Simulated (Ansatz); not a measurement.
For AlZnInO₄ (model structure, started from the InGaZnO4 type, R3m, No. 160, 7 atoms in the cell), LDA in Ansatz (plane waves, PAW) gives:

| Item | Value |
|---|---|
| lattice constant a | 3.222 Å |
| lattice parameter c | 25.357 Å |
| bulk modulus | 194 GPa |
| cohesive energy | 5.81 eV/atom |
| band gap | 1.95 eV |

### Question
What does r²SCAN (Ansatz, a program for electronic structure, plane waves, PAW) give for the same quantities?

### Answer

- lattice constant a: 3.253 Å (rises by 1.0 %)
- lattice parameter c: 25.600 Å (grows by 1.0 %)
- bulk modulus: 187 GPa (shrinks by 3.6 %)
- cohesive energy: 4.98 eV/atom (shrinks by 0.83 eV/atom)
- band gap: 2.41 eV (increases by 0.46 eV)

Changes are worked out from the printed values.

Unless a cell is named, each level is at its own relaxed cell (LDA 10.86, r²SCAN 11.17 Å³/atom).

Levels without +SOC leave out spin–orbit coupling, which shifts energies and cells of such heavy elements.

Spin–orbit coupling is included only where a level's name says +SOC; with heavier elements it mostly lowers gaps and can invert bands. Density-functional gaps are differences of (generalised) Kohn–Sham levels.

Caveats: the bulk modulus is −V dP/dV from two relaxed cells at ±2 % in volume (LDA, r²SCAN). Ansatz's density-functional and Hartree–Fock values are scalar-relativistic unless marked +SOC, with PAW data made under PBE.

A model structure was made by putting elements into a prototype or built by hand; it is no filed structure, need not be a known phase, and can be a saddle point held by its symmetry.
